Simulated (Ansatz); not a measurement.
Take ZnSiP₂ in the chalcopyrite structure (space group I-42d, No. 122; a = 5.419 Å, c = 10.539 Å) as the base. Axes: x, y, z lie along a, b, c of the conventional cell.

Calculations: Kohn–Sham DFT with the PBE functional, run in Ansatz (a first-principles code) with PAW and 420 eV plane waves, spin-orbit coupling left out.

For the base:

| Quantity | Value |
|---|---|
| Band gap | 1.36 eV |
| Shortest interatomic distance | 2.272 Å |
| Gap character | direct at Γ |

One thing is altered: uniaxial stress, 8 GPa tension along z, with the cell and atoms free to relax against it.

**Question.** What does the calculation give for the band gap, shortest interatomic distance and gap character after the change?

**Answer.** The band gap shrinks by 0.12 eV (1.36 eV → 1.24 eV); the shortest interatomic distance grows by 0.033 Å, from 2.272 Å to 2.305 Å; the gap character becomes indirect, Γ → M–S (33 % along) (base: direct at Γ).

Load acts through the strain it causes; cell and atoms are relaxed under it. Gaps are read on the SCF mesh and a high-symmetry path. Beyond what the load breaks, stability against distortions was not tested.
